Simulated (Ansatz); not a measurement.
## Worked example: self-consistent single point of InBi (P-6m2, 2 atoms in the cell) in Ansatz

Method: PBE (plane waves, PAW; Ansatz, a program for electronic structure).

This input was run:

Ansatz 0.2 input:
```yaml
# InBi
crystal:
  lattice:
    - [4.15875300, 0.00000000, 0.00000000]
    - [-2.07937600, 3.60158600, 0.00000000]
    - [0.00000000, 0.00000000, 4.05873700]
  atoms:
    - { symbol: In, position: [0.00000000, 0.00000000, 0.00000000] }
    - { symbol: Bi, position: [0.66666700, 0.33333300, 0.50000000] }
basis:
  ecutwfc: 30.9 Ry
kpoints:
  mp_grid: { grid: [9, 9, 8] }
hamiltonian:
  xc: pbe
  pseudopotentials: { kind: paw }
scf:
  occupations: { method: gaussian, width: 0.01 Ry }
output:
  forces: true
  eigenvalues: true
  stress: true
```

Output (repeated stretches shortened):

```
WARN the atoms were moved onto the symmetric positions of the space group found under crystal.symmetry.tolerance 1.0e-5 (fractional …
WARN ansatz: RAYON_NUM_THREADS=1 ignored (pool sized by the plan → 1); use --threads N
Pseudopotentials: kind: paw
Pseudopotential: In, paw, valence charge 13
Pseudopotential: Bi, paw, valence charge 15
Crystal: 2 atoms, lattice volume = 60.792 Å³
Basis set: ecut = 420.4159175005146 eV, 1183 PW (Γ), exchange–correlation on 60×60×60 points (8 copies of the dense FFT grid, shifted against one another)
Bands: 18, of which v1, the nominal top of the filled ones, is band 14 counted from 1 (13 counted from 0)
Symmetry: 12 space group operations
Space group: P-6m2 (ITA 187), of the structure as read, at distance tolerance 3.9e-5 Å
k-points: 60 of 648 (time reversal used)
Initial density: superposition of atomic densities (neutral atoms: chi_scale 0, normalization atom), corrected by the library's trained network
Initial wavefunctions: pseudopotential atomic-orbital guess
Eigensolver: davidson
Functional: x = pbe(κ = 0.804, μ = 0.2195149727645171), c = pbe(β = 0.06672455060314922)
SCF iter   1: F=—  HF=-17994.177655 eV  |F-HF|=—  |Δ(HF+E_count)|=         —  Δρ=1.42e-3  dr2=1.62e-3  ethr=1.77e-3  ⟨swp⟩=5.5  Hψ=5136  notcnv=0
all-band conjugate gradients solve this SCF's bands
preconditioner: auto → Kerker (q_TF=auto, 2.398 Å⁻¹)
SCF iter   2: F=—  HF=-17994.176285 eV  |F-HF|=—  |Δ(HF+E_count)|=   1.37e-3  Δρ=9.63e-4  dr2=8.12e-4  ethr=5.80e-6  ⟨swp⟩=2.0  Hψ=2198  notcnv=0
SCF iter   3: F=—  HF=-17994.176453 eV  |F-HF|=—  |Δ(HF+E_count)|=   1.68e-4  Δρ=4.75e-4  dr2=1.91e-4  ethr=2.90e-6  ⟨swp⟩=2.6  Hψ=1815  notcnv=0
SCF iter   4: F=—  HF=-17994.176419 eV  |F-HF|=—  |Δ(HF+E_count)|=   3.38e-5  Δρ=2.83e-4  dr2=4.99e-5  ethr=6.84e-7  ⟨swp⟩=2.0  Hψ=1210  notcnv=0
SCF iter   5: F=—  HF=-17994.176400 eV  |F-HF|=—  |Δ(HF+E_count)|=   1.87e-5  Δρ=6.56e-5  dr2=2.99e-6  ethr=1.78e-7  ⟨swp⟩=2.0  Hψ=1890  notcnv=0
SCF iter   6: F=—  HF=-17994.176402 eV  |F-HF|=—  |Δ(HF+E_count)|=   1.98e-6  Δρ=2.72e-5  dr2=2.79e-7  ethr=1.07e-8  ⟨swp⟩=2.0  Hψ=1889  notcnv=0
SCF iter   7: F=-17994.176402 eV  HF=-17994.176402 eV  |F-HF|=2.34e-9  |Δ(HF+E_count)|=   5.88e-8  Δρ=5.41e-6  dr2=2.12e-8  ethr=3.57e-10  ⟨swp⟩=6.4  Hψ=4753  notcnv=0
SCF 1 converged in 7 iterations: F = -17994.176402 eV  dr2 = 2.12e-8
SCF converged after 7 iterations
Free energy (F): -17994.176402 eV
Harris-Foulkes:  -17994.176402 eV  (|F-HF|=2.34e-9)
Internal energy: -17994.166602 eV  (E = F + TS)
E sigma→0 (E₀):  -17994.171502 eV
Entropy (-TS):   -0.009800 eV (-4.900 meV/atom)
Fermi energy:    9.984286 eV
--- Per-component energies (eV) ---
  E_band       = -130.443017
  E_kinetic    = 544.617678
  E_local      = -2652.359741  (includes V_loc(G=0)·N_el)
  E_nonlocal   = 925.648488
  E_hartree    = 940.873705
  E_xc         = -367.090159
  E_vxc        = -244.099734  (∫ρ·V_xc dr)
  E_paw        = -14815.994979  (= ΣΔE_a)
  E_vpaw       = -585.999122  (= ΣTr[D̂ρ^β])
  E_aug_tail   = -0.000401  (compensation charges beyond the density's cutoff)
  E_ewald      = -2569.861192
  E_smearing   = -0.009800  (= −TS)
  E_closure    = -0.000000  (closes the sum)
  Σ components = -17994.176402   (vs F -17994.176402, Δ=0.00e0)
--- Forces (eV/Å), atoms counted from 1 ---
  atom   1  In    -0.00000000     0.00000000     0.00000000
  atom   2  Bi     0.00000000    -0.00000000     0.00000000
  max |Σ_I F_I| component: 5.55e-17 eV/Å
--- Stress (GPa, compression-positive) ---
        2.218556      -0.000000       0.000000
       -0.000000       2.218556       0.000000
        0.000000       0.000000       3.099618
  P = ⅓ Tr σ = 2.5122 GPa (25.122 kbar)
  The stress holds the Pulay correction. Without it, at fixed plane waves, as pw.x and ABINIT print it: P = 2.4761 GPa
--- Band table (eV; the first three rows and the last of 60) ---
  k-point 0: bands = ["-12.6929", "-12.6724", "-12.6724", "-12.6714", "-12.6714", "-4.5035", "-4.4992", "-4.4992", "-4.4543", "-4.4543", "-2.1473", "7.5491", "8.7811", "10.4331", "10.4331", "14.2781", "14.2781", "14.5497"]
  k-point 1: bands = ["-12.6877", "-12.6734", "-12.6734", "-12.6720", "-12.6720", "-4.4973", "-4.4973", "-4.4935", "-4.4572", "-4.4572", "-2.0384", "6.2867", "9.8772", "10.5613", "10.5613", "14.3239", "14.3239", "15.1188"]
  k-point 2: bands = ["-12.6767", "-12.6767", "-12.6751", "-12.6728", "-12.6728", "-4.4923", "-4.4923", "-4.4702", "-4.4645", "-4.4645", "-1.7357", "4.7026", "10.9134", "10.9134", "11.0573", "14.4020", "14.4020", "16.0395"]
  k-point 59: bands = ["-12.6911", "-12.6880", "-12.6594", "-12.6566", "-12.6423", "-4.6014", "-4.5192", "-4.4804", "-4.4615", "-4.4039", "0.1588", "6.3162", "6.5240", "6.6490", "8.3661", "9.9188", "17.6344", "18.5859"]
```

The run converged in 7 iterations.

The starting cell was generated: these elements placed on a structure prototype, without a prior relaxation; it need not be a known phase or ordering of this composition. Its lattice was rescaled by a random factor within 2.5 % of one. Spin-orbit coupling is off. Ansatz's pressure includes its estimate of the finite-basis (Pulay) stress.
